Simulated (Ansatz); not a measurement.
Here is the system:

```
LiNbO3
1.0
    2.56719     1.48217     4.60837
   -2.56719     1.48217     4.60837
    0.00000    -2.96434     4.60837
Li Nb O
2 2 6
Direct
  0.28077   0.28077   0.28077
  0.78077   0.78077   0.78077
  0.99840   0.99840   0.99840
  0.49840   0.49840   0.49840
  0.10932   0.35999   0.71862
  0.71862   0.10932   0.35999
  0.35999   0.71862   0.10932
  0.21862   0.85999   0.60932
  0.85999   0.60932   0.21862
  0.60932   0.21862   0.85999
```

All values below come from PBEsol, rigid bands (plane waves, PAW, scalar-relativistic; Ansatz, a quantum-chemistry and plane-wave program). How the cell was made: cell and atoms relaxed with PBEsol.

Question: What conductivity effective mass do dilute holes have at 300 K?

Answer: 3.1 (x), 3.1 (y), 4.8 (z) mₑ.

Question: Predict the electron conductivity mass (n e² τ/σ) at 300 K, by direction if it differs.

Answer: 2.1 (x), 2.1 (y), 1.15 (z) mₑ.

Question: And the band gap?

Answer: 3.50 eV at this level; semilocal functionals usually fall short of the measured gap.

Rigid bands, one relaxation time for all states, no polarons. Spin-orbit coupling is left out; where it splits the top of the valence band it changes the hole mass and lowers the gap by about a third of the splitting.
